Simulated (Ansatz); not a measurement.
**ZnS (model structure, started from the BeO type, P4₂/mnm, No. 136, 8 atoms in the cell): band gap by level of theory**

No measured value is used here.

| level (code) | value (eV) | cell (Å³/atom) |
|---|---|---|
| LDA (Ansatz) | ___ | 19.54 |
| PBEsol (Ansatz) | 2.25 (direct) | 20.22 |
| r²SCAN (Ansatz) | 2.85 (direct) | 20.56 |
| r²SCAN+rVV10 (Ansatz) | 2.85 (direct) | 20.32 |
| HSE06 (Ansatz) | 3.60 (direct) | 20.22 |

Task: Some entries are withheld; supply them.

Result: 
- LDA (Ansatz, a program for electronic structure), value (eV): 2.27 (direct)

Computed values are for a static lattice.  Values are at the level's own equilibrium cell; HSE06 at the PBEsol cell. Cutoffs and k meshes differ between the levels. Ansatz's density-functional and Hartree–Fock values are scalar-relativistic unless marked +SOC, with PAW data made under PBE.

A model structure was made by putting elements into a prototype or built by hand; it is no filed structure, need not be a known phase, and can be a saddle point held by its symmetry.
